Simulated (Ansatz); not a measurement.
The starting structures come from a database of crystals and need not be the phases stable at ambient conditions.

By PBEsol, the system below comes out a metal.

A figure of merit of an interconnect metal is its ballistic conductance per area.

Given:

```xyz
1
Lattice="2.7699 0.0000 0.0000 -1.3850 2.3988 0.0000 1.3850 0.7996 2.1938" Properties=species:S:1:pos:R:3 pbc="T T T"
Pd     0.0000     0.0000     0.0000
```

The cell is strained (lengths along the current scaled by 0.97, ions clamped).

The current flows along the normal of the first two printed cell vectors, the (111) (indices of the unstrained crystal) plane of the conventional cell. No spin-orbit coupling; the value is a mean over 0.1 eV about the Fermi level.

**Question.** Predict the ballistic conductance per area from PBEsol run with Ansatz (a first-principles code).

**Answer.** 2.0 × 10¹⁵ S/m² for both spins.
